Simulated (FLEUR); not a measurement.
Input and output of a self-consistent single point for LuPd (P1, 2 atoms in the cell) (FLEUR).

Method of the run: LDA (Perdew-Zunger), all-electron FLAPW (FLEUR), scalar-relativistic valence.

The change in words: lattice scaled by 0.98. Reference geometry:
```yaml
crystal:
  lattice:
    - [3.40963, 0.00000, 0.00000]
    - [0.00000, 3.40963, 0.00000]
    - [0.00000, 0.00000, 3.40963]
  atoms:
    - { symbol: Lu, position: [0.00334, 0.00594, 0.00051] }
    - { symbol: Pd, position: [0.49666, 0.49406, 0.49950] }
```

Reference input (self-consistent single point, DFT, LDA (Perdew-Zunger), all-electron FLAPW (FLEUR), scalar-relativistic valence): Kmax = 3.9 1/bohr; GmaxXC = 15.6 1/bohr; xcFunctional = pz; jspins = 1; l_soc = F; mode = gauss; fermiSmearingEnergy = 0.00499791 Htr; mesh (inpgen div1-3) = 7 7 7; inpgen gamma flag = false; Gmax = 15.6 1/bohr; numbands = 0; maxIterBroyd = 99. This run's input differs from it in these lines:

```diff
@@ -6,3 +6,3 @@
 0.0000000000 0.0000000000 1.0000000000
-6.4432668863
+6.3144007927
 1.0 1.0 1.0
@@ -44,5 +44,5 @@
          <bravaisMatrix>
-            <row-1>    6.4432668863000000     0.0000000000000000     0.0000000000000000</row-1>
-            <row-2>    0.0000000000000000     6.4432668863000000     0.0000000000000000</row-2>
-            <row-3>    0.0000000000000000     0.0000000000000000     6.4432668863000000</row-3>
+            <row-1>    6.3144007926999999     0.0000000000000000     0.0000000000000000</row-1>
+            <row-2>    0.0000000000000000     6.3144007926999999     0.0000000000000000</row-2>
+            <row-3>    0.0000000000000000     0.0000000000000000     6.3144007926999999</row-3>
          </bravaisMatrix>
```

The program printed (abridged):

```
 Iteration:     1   Distance:      12.62296635 me/bohr^3
 Iteration:     2   Distance:      10.45799589 me/bohr^3
 Iteration:     3   Distance:       4.57121784 me/bohr^3
 Iteration:     4   Distance:       3.26605685 me/bohr^3
 Iteration:     5   Distance:       2.74522491 me/bohr^3
   [... 9 lines left out ...]
 Iteration:    15   Distance:       0.00015359 me/bohr^3
 Iteration:    16   Distance:       0.00008178 me/bohr^3
 Iteration:    17   Distance:       0.00004631 me/bohr^3
 Iteration:    18   Distance:       0.00000339 me/bohr^3
 Reset of history
 Run finished successfully
 Stop message:
   Structural relaxation: new displacements generated

[file out, last iteration]
             iter=     19
[...]
          total density-effective poten   -3.3414521658E+04
          total charge density-energy d   -4.3288320993E+02
 Updated energy parameters for spin:           1
[...]
 fermi energy and band-weighting factors:

[...]
FERMIE:
          first approx. to ef    (T=0)  :   0.404690 htr   (energy of the highest occ. eigenvalue)
          number of occ. states  (T=0)  :       3526
          first approx. to seigv (T=0)  :  -8.504380 htr
          sum of weights of occ. states :  20.501458
          sum of semicore charge        :   0.000000 e
          fermi energy=   0.40541 har   work function= -11.03175 ev
          number of valence electrons=  41.00000
   [... lines left out ...]
     k-point=   97
     k-point=   98
     k-point=   99
     k-point=  100
     k-point=  101
     k-point=  102
     k-point=  103
     k-point=  104
     k-point=  105
     k-point=  106
     k-point=  107
     k-point=  108
     k-point=  109
     k-point=  110
     k-point=  111
     k-point=  112
     k-point=  113
     k-point=  114
     k-point=  115
     k-point=  116
     k-point=  117
     k-point=  118
     k-point=  119
```

The run converged in 18 iterations. FLEUR gives forces in its relaxation mode, with a further iteration, so its stop message speaks of a relaxation. Against the reference run the total energy goes down by 9.5 meV/atom and the largest force goes from 0.127 to 0.174 eV/Å.

The starting cell comes from a database of computed structures (which also holds hypothetical and non-ambient phases and stackings), without a prior relaxation at this level. Its atoms were displaced at random from the sites of space group no. 221. For this run, on top of that: lattice scaled by 0.98. Spin polarisation is off. Values depend on the basis (sphere radii, cutoffs, local orbitals), which need not be converged.

Cost on one core of a shared machine: roughly 9 min.
